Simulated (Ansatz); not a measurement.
Functionals compared on a constructed model of the (0001) surface of hcp Ti, a pseudomorphic layer of Sn in the host's stacking (bottom of the slab: a bare face, its two planes held), in Ansatz (plane waves, PAW). The structure was relaxed with PBE; the other rows are single points on it. Cutoff 420 eV (500 eV for r2SCAN).

Slab: 7 atoms, 14.2 Å thick at the start; k 15x15x1, smearing 0.1 eV, dipole-corrected; 2 atoms held, the rest relaxed; start symmetry kept, larger cells not searched; no spin, no spin-orbit, no U. It is one candidate, not shown to be the stable structure of the face. These notes are the PBE run's.

```csv
functional,work function of the top face (eV),rough cost of the single point
PBE,4.23,–
RPBE,4.12,very roughly 50 core-seconds
r2SCAN,4.38,around 90 core-seconds (rough)
```

Ansatz is an electronic-structure program.
